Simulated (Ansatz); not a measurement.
The starting structures come from a database of crystals and need not be the phases stable at ambient conditions.

 Where the default PAW files enter, the runs use the earlier of Ansatz's two default sets.

By PBEsol, the system below comes out a metal.

The ballistic (Sharvin) conductance counts the channels at the Fermi level: G/A = (e²/h) × channels of both spins per area.

Data:

```
CELL_PARAMETERS angstrom
      4.36006     0.00000     0.00000
      0.00000     6.16605     0.00000
      2.18003     3.08303     2.18003
ATOMIC_POSITIONS crystal
  Cu 0.00000 0.50000 0.00000
  Cu 0.50000 0.75000 0.00000
  Cu 0.50000 0.25000 0.00000
  Sn 0.00000 0.00000 0.00000
```

Space group of this cell: Fm-3m. The cell is taken as given; by PBEsol its mean pressure is -6.2 GPa.

The current flows along the normal of the first two printed cell vectors, the (110) plane of the conventional cell. No spin-orbit coupling; the value is a mean over 0.1 eV about the Fermi level.

Predict the ballistic conductance per area from PBEsol (Ansatz, a quantum-chemistry and plane-wave program).

0.71 × 10¹⁵ S/m² for both spins.
